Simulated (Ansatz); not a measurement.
# Si: pressure series

Start from Si in the diamond structure (space group Fd-3m, No. 227; a = 5.470 Å).

Cell and atoms are relaxed at each pressure.

Levels (all Ansatz, a first-principles code, PAW, earlier PAW set): PBE (420 eV, no spin-orbit coupling); r2SCAN (500 eV, no SOC).

The base cell above is that of PBE; each level relaxes its own structures.

| case | shift of the gap caused by the change, PBE | shift of the gap caused by the change, r2SCAN |
|---|---|---|
| pressure −2 GPa | +0.04 eV | ___ |
| pressure −1 GPa | +0.02 eV | +0.02 eV |
| pressure 0.3 GPa | -0.01 eV | ___ |
| pressure 0.7 GPa | -0.01 eV | -0.01 eV |
| pressure 1.5 GPa | -0.03 eV | -0.03 eV |
| pressure 3 GPa | -0.06 eV | ___ |
| pressure 5 GPa | -0.09 eV | -0.09 eV |
| pressure 7.5 GPa | -0.14 eV | -0.13 eV |
| pressure 10 GPa | -0.18 eV | ___ |

Question: Complete the table.

Answer: 
- pressure −2 GPa, shift of the gap caused by the change, r2SCAN: +0.04 eV
- pressure 0.3 GPa, shift of the gap caused by the change, r2SCAN: -0.01 eV
- pressure 3 GPa, shift of the gap caused by the change, r2SCAN: -0.05 eV
- pressure 10 GPa, shift of the gap caused by the change, r2SCAN: -0.17 eV

The two levels differ by at most about 0.02 eV. They put the cases in the same order.

Load acts through the strain it causes; cell and atoms are relaxed under it. Stability against distortions was not tested. Tetrahedral semiconductors of this kind turn to denser phases somewhere between about 1 and 50 GPa; those were not computed, so compressed cells here can lie past the real transition.
